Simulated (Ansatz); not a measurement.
**TiSi (model structure, started from the NbAs type, I4₁md, No. 109, 4 atoms in the cell): properties by level of theory**

| level (code) | lattice constant a (Å) | lattice parameter c (Å) | cohesive energy (eV/atom) |
|---|---|---|---|
| LDA (Ansatz) | (withheld) | (withheld) | 6.26 |
| PBEsol (Ansatz) | (withheld) | 16.563 | 5.76 |
| r²SCAN (Ansatz) | 2.732 | 16.570 | 4.96 |
| r²SCAN+rVV10 (Ansatz) | 2.723 | 16.568 | (withheld) |

Question: Fill in the missing entries.

Answer: 
- LDA (Ansatz, a first-principles code), lattice constant a (Å): 2.669
- LDA (Ansatz), lattice parameter c (Å): 16.482
- PBEsol (Ansatz), lattice constant a (Å): 2.699
- r²SCAN+rVV10 (Ansatz), cohesive energy (eV/atom): 5.17

Ansatz's density-functional and Hartree–Fock values are scalar-relativistic unless marked +SOC, with PAW data made under PBE.

The crystal itself was run without spin with LDA, PBEsol, r²SCAN, r²SCAN+rVV10; a magnetic state was not tried in these runs.

Free atoms are spin-polarised, in the lowest state found; at levels without +SOC their spin–orbit coupling is left out.

Static lattice: no zero-point or thermal effects.

A model structure was made by putting elements into a prototype or built by hand; it is no filed structure, need not be a known phase, and can be a saddle point held by its symmetry.
